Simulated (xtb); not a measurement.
xtb 6.7.1, GFN2-xTB: Al(Me)2(OiPr) (CC(C)[O][Al]([CH3])[CH3]), 20 atoms. The geometry is a generated start, not checked to be a minimum at this level.

```
Quantity                  Result
-----------------  -------------
run flags                 --grad
method                  GFN2-xTB
--acc                1 (default)
--etemp (K)        300 (default)
basis functions               47
valence electrons             42
```

```xyz
20

Al    -0.0351     0.5014     1.3545
C     -0.8304    -0.6197     2.8072
H     -1.1308    -1.6104     2.4555
H     -1.7155    -0.1431     3.2361
H     -0.1397    -0.7714     3.6406
C      0.3328     2.4551     1.5694
H      1.2236     2.7675     1.0179
H      0.4754     2.7354     2.6147
H     -0.4927     3.0682     1.1956
O      0.3540    -0.2029    -0.0872
C      0.6017    -0.7626    -1.3406
C      0.5402     0.3201    -2.4171
C     -0.4060    -1.8746    -1.6270
H      1.6150    -1.1937    -1.3244
H     -0.4529     0.7637    -2.4299
H      0.7569    -0.1042    -3.3943
H      1.2645     1.1006    -2.1973
H     -0.3700    -2.6176    -0.8333
H     -1.4100    -1.4567    -1.6644
H     -0.1811    -2.3551    -2.5760
```

One run each on 1 thread. Values of broydamp tried: 0.02, 0.05, 0.1, 0.2, 0.4 (default), 0.6, 0.8, 1.

Task: How does the count of SCC iterations change with broydamp, and where is it least?

Result: Fewest SCC iterations, within one of each other: 0.2 with 14, 0.4 (default) with 14, 0.6 with 14, 0.8 with 14, 1 with 13. The count rises to 22 at 0.02. All converge to one solution.

```json
[
 {"broydamp": "0.02", "SCC iterations": "22", "end": "same solution"},
 {"broydamp": "0.05", "SCC iterations": "20", "end": "same solution"},
 {"broydamp": "0.1", "SCC iterations": "18", "end": "same solution"},
 {"broydamp": "0.2", "SCC iterations": "14", "end": "same solution"},
 {"broydamp": "0.4 (default)", "SCC iterations": "14", "end": "same solution"},
 {"broydamp": "0.6", "SCC iterations": "14", "end": "same solution"},
 {"broydamp": "0.8", "SCC iterations": "14", "end": "same solution"},
 {"broydamp": "1", "SCC iterations": "13", "end": "same solution"}
]
```
